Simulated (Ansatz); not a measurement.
Base system: Pd in the fcc (Cu type) structure (space group Fm-3m, No. 225; a = 3.841 Å; relaxed with 0.1 eV smearing). Axes: x, y, z lie along the cube axes.

All numbers come from LDA (Ansatz, a first-principles code; PAW; 420 eV plane waves; no spin-orbit coupling).

Now apply this change: biaxial strain −1.00 %, plane normal [001], relaxed out of plane (Cartesian); in-plane vectors clamped, the third vector and the atoms free.

Question: Predict the new ratio −ε⊥/ε∥.

Answer: The ratio −ε⊥/ε∥ is 1.47.

Stability against distortions was not tested. The final runs are not spin-polarised.
